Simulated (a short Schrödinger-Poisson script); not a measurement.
Structure: symmetric double-gate stack, HfO2 on p-type Si(100), at 400 K.

```
layer  material  thickness (nm)  Na (cm⁻³)
-----  --------  --------------  ---------
1          HfO2             6.7          -
2            Si              20       1e18
3          HfO2             6.7          -
```

Constants are typed, rounded textbook-type inputs, not results; the design itself was drawn at random and stands for no fabricated device. HfO2: permittivity 22, conduction-band edge (eV) 1.55, gap (eV) 5.7, electron mass (mₑ) 0.2. Si: permittivity 11.7, conduction-band edge (eV) 0, gap (eV) 1.124, Nv at 300 K (cm⁻³) 3.1e19.

Channel valleys (confinement mass, in-plane density-of-states mass, number): Δ2 0.916, 0.19, 2; Δ4 0.19, 0.417, 4. At the gates, both at one voltage, the conduction-band edge of layer 1 lies 1.73 eV − eVg above the Fermi level of the channel. Gaps are held at their typed values at every temperature. Mesh 0.03 nm at interfaces.

From a short Schrödinger-Poisson script (our own, NumPy): 1D Poisson equation in equilibrium, electrons quantum, Hartree (BenDaniel-Duke, 12 states a valley, the channel's in-plane mass for all, wave functions ending at the dielectric), parabolic valleys, classical holes, full ionisation, no traps, pinning or gate leakage.

Question: List the lowest subbands of each valley and their electrons at Vg = 0.9 V.

Answer: 
```
valley  subband  energy from the Fermi level (meV)  electrons (cm⁻²)  share (%)
------  -------  ---------------------------------  ----------------  ---------
Δ2            0                               -9.9           4.64e12       28.1
Δ2            1                               -9.9           4.64e12       28.1
Δ2            2                               80.5           5.06e11        3.1
Δ4            0                               76.1           2.50e12       15.1
Δ4            1                               76.3           2.49e12       15.1
Δ4            2                              142.2           3.85e11        2.3
```

All electrons: 1.65e13 cm⁻².
